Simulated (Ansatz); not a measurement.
# TiC: pressure 0.9 GPa

Base system: TiC in the rock salt structure (space group Fm-3m, No. 225; a = 4.3327 Å).

Perturbation: cell and atoms relaxed at a pressure of 0.9 GPa.

Calculations: PBE (Ansatz, an electronic-structure program; PAW; 420 eV plane waves; no SOC), earlier PAW set. Settings: 18×18×18 k-points, 0.05 eV Fermi–Dirac smearing.

The volume per atom falls by 0.04 Å³ to 10.13 Å³ and the density rises by 0.02 g/cm³ (4.89 g/cm³ → 4.91 g/cm³). The lattice parameter a falls by 0.005 Å, from 4.333 Å to 4.328 Å and the shortest interatomic distance falls by 0.0026 Å, from 2.166 Å to 2.164 Å. The enthalpy H = E + PV relative to the base's energy is +0.06 eV/atom and the band gap is still zero.

Final structure:

```
TiC
1.0
    0.00000     2.16376     2.16376
    2.16376     0.00000     2.16376
    2.16376     2.16376     0.00000
C Ti
1 1
Cartesian
  0.00000   0.00000   0.00000
  2.16376   2.16376   2.16376
```

Cost of the whole job for the changed cell (relaxation, final SCF and bands): around 40 core-seconds (rough).

Load acts through the strain it causes; cell and atoms are relaxed under it. Whether these cells are dynamically stable was not tested. The final runs are not spin-polarised.
